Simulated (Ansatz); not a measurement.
Pressure series in W3N4

Start from W₃N₄ (space group Pm-3m, No. 221; a = 4.179 Å).

Cell and atoms are relaxed at each pressure.

The values are results of Kohn–Sham DFT with the PBEsol functional, run in Ansatz (an electronic-structure program) with PAW and 420 eV plane waves, no spin-orbit coupling, not measurements.

Notes on the quantities. enthalpy: H = E + PV relative to the base's energy.

```
change            shortest interatomic distance       enthalpy
----------------  -----------------------------  -------------
base                                    2.090 Å              –
pressure −2 GPa                         2.093 Å  -0.13 eV/atom
pressure −1 GPa                         2.091 Å  -0.07 eV/atom
pressure 0.3 GPa                        2.089 Å  +0.02 eV/atom
pressure 0.7 GPa                        2.088 Å  +0.05 eV/atom
pressure 1.5 GPa                        2.087 Å  +0.10 eV/atom
pressure 3 GPa                          2.084 Å  +0.19 eV/atom
pressure 5 GPa                          2.081 Å  +0.32 eV/atom
pressure 7.5 GPa                        2.076 Å  +0.48 eV/atom
pressure 10 GPa                         2.072 Å  +0.64 eV/atom
```

Load acts through the strain it causes; cell and atoms are relaxed under it. Stability against distortions was not tested. No other phases were tried under pressure. The final runs are not spin-polarised.
